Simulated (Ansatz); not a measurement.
## A constructed model of the (111) surface of fcc Ir, p(2x2), one Ir adatom (bottom of the slab: a bare face, its two planes held)

The numbers are results of PBE (plane waves to 420 eV, PAW; Ansatz, a quantum-chemistry and plane-wave program), not measurements.

Model: 25-atom slab, 13.7 Å thick at the start with caps and adatoms (thin: gaps and levels are the slab's own), 8x8x1 mesh, Fermi-Dirac 0.1 eV, dipole correction, 8 atoms held, the rest relaxed; held to the start's symmetry, so lower structures may exist; no spin, no spin-orbit, no U. In PBE it lies 0.24 eV a 1x1 cell over the lowest computed structure of the same composition (one added row of Ir in 4).

| Quantity | Result |
|---|---|
| work function of the top face | 4.07 eV |
| energy released by relaxation | 1.75 eV |
| cost | around 40 core-minutes (rough) |
